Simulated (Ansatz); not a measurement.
The starting structures come from a database of crystals and need not be the phases stable at ambient conditions.

By LDA, the system below comes out a metal.

The ballistic (Sharvin) conductance counts the channels at the Fermi level: G/A = (e²/h) × channels of both spins per area.

```xyz
5
Lattice="3.9695 0.0000 0.0000 -1.9847 3.4377 0.0000 0.0000 0.0000 5.0621" Properties=species:S:1:pos:R:3 pbc="T T T"
Si     0.0000     2.2918     1.0079
Si     1.9847     1.1459     4.0542
Rh     0.0000     2.2918     3.4100
Rh     1.9847     1.1459     1.6521
Rh     0.0000     0.0000     0.0000
```

Space group of this cell: P-3m1. The cell is taken as given; by LDA its mean pressure is -7.1 GPa.

The current flows along the normal of the first two printed cell vectors, the (001) plane of the conventional cell. No spin-orbit coupling; the value is a mean over 0.1 eV about the Fermi level.

Question: State the ballistic conductance per area according to LDA in Ansatz (a quantum-chemistry and plane-wave program).

Answer: 0.48 × 10¹⁵ S/m² for both spins.
